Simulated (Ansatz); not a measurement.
YSiNO2 (model structure, P4/mmm, No. 123, 5 atoms in the cell) was calculated with HSE06+SOC in Ansatz (plane waves, PAW).

Run with plane-wave cutoff 460 eV, 6×6×6 k mesh, Fermi–Dirac smearing 0.01 eV, PAW data made under PBE.

Cell (relaxed with PBEsol):

```xyz
5
Lattice="3.5749 0.0000 0.0000 0.0000 3.5749 0.0000 0.0000 0.0000 3.6850" Properties=species:S:1:pos:R:3 pbc="T T T"
Y      0.0000     0.0000    -0.0061
Si     1.7875     1.7875     1.8364
N      1.7875     1.7875    -0.0061
O      1.7875     0.0000     1.8364
O      0.0000     1.7875     1.8364
```

Question: What does this level give for the band gap and smallest direct gap on the k points sampled?

Answer: 
* **band gap**: 2.89 eV (on the SCF k mesh) (indirect)
* **smallest direct gap on the k points sampled**: 3.41 eV

Note: the relaxation could raise the start's symmetry but not lower it, so the cell can be a saddle point; cell and atoms aren't relaxed at this level (pressure -0.8 GPa).

Static lattice: no zero-point or thermal effects.

Computing time: very roughly 12 core-minutes.

A model structure was made by putting elements into a prototype or built by hand; it is no filed structure, need not be a known phase, and can be a saddle point held by its symmetry.

Ansatz is a program for electronic structure.
